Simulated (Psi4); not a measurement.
Psi4 1.11, B3LYP/cc-pvtz: 1,3-disilacyclobutane (C1[SiH2]C[SiH2]1), 12 atoms. The geometry is a generated start, not checked to be a minimum at this level.

```json
{
  "task": "energy",
  "method": "b3lyp",
  "basis": "cc-pvtz",
  "scf_type": "df (default)",
  "guess": "auto, which took SAD (default)",
  "diis_max_vecs": "10 (default)",
  "scf_initial_accelerator": "adiis (default)",
  "e_convergence": "1e-06 (default)",
  "d_convergence": "1e-06 (default)",
  "dft_radial_points": "75 (default)",
  "dft_spherical_points": "302 (default)",
  "basis_functions": "240",
  "grid_points": "256529"
}
```

On 4 threads. Build: conda-forge: OpenMP (LLVM), MKL, Libint2. Each setting ran once; only counts and results are compared.

Values of memory tried: 8 GB, 4 GB, 2 GB, 1 GB, 0.5 GB, 0.3 GB.

Q: How low can the memory setting go, and what changes on the way?

A: It runs down to 0.3 GB, the lowest tried, with the same result. At 8 GB: SCF: fitted integrals in core. From 0.3 GB down: SCF: fitted integrals on disk.

| memory | path | peak memory |
|---|---|---|
| 8 GB | SCF: fitted integrals in core | 2.1 GiB |
| 4 GB | SCF: fitted integrals in core | 2.1 GiB |
| 2 GB | SCF: fitted integrals in core | 1.4 GiB |
| 1 GB | SCF: fitted integrals in core | 1.1 GiB |
| 0.5 GB | SCF: fitted integrals in core | 0.80 GiB |
| 0.3 GB | SCF: fitted integrals on disk | 0.78 GiB |

Peak memory is the kernel's count for the largest process, libraries included and scratch files not. The peak passes the setting at 1 GB, 0.5 GB, 0.3 GB: it is no hard cap.
